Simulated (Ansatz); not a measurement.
# Effect of uniaxial strain ε_xx = +2.12 % on AlRu

Base system: AlRu in the CsCl type structure (space group Pm-3m, No. 221; a = 2.9832 Å; relaxed with 0.1 eV smearing). Axes: x, y, z lie along the cube axes.

One thing is altered: uniaxial strain ε_xx = +2.12 %, all other strain components held at zero, atoms relaxed at fixed cell.

All numbers come from r2SCAN (Ansatz, a first-principles code; PAW; 500 eV plane waves; scalar-relativistic without spin-orbit coupling). Γ-centred 19×19×19 mesh, Fermi–Dirac width 0.1 eV.

| quantity | base | changed | shift |
|---|---|---|---|
| volume per atom | 13.27 Å³ | 13.56 Å³ | +0.281 Å³ |
| shortest interatomic distance | 2.583 Å | 2.602 Å | +0.0184 Å |
| energy relative to the base (free energy F) | 0 meV/atom | +6.1 meV/atom | +6.1 meV/atom |
| band gap | zero | zero | – |
| stress (xx, yy, zz, yz, xz, xy; compression positive) | – | (-6.8, -3.1, -3.1, 0.0, 0.0, 0.0) GPa | – |

Final structure:

```
AlRu
1.0
    3.04639     0.00000     0.00000
    0.00000     2.98315     0.00000
    0.00000     0.00000     2.98315
Al Ru
1 1
Direct
  0.00000   0.00000   0.00000
  0.50000   0.50000   0.50000
```

Cost of the whole job for the changed cell (relaxation, final SCF and bands): very roughly 80 core-seconds.

Stability against distortions was not tested. The final runs are not spin-polarised.
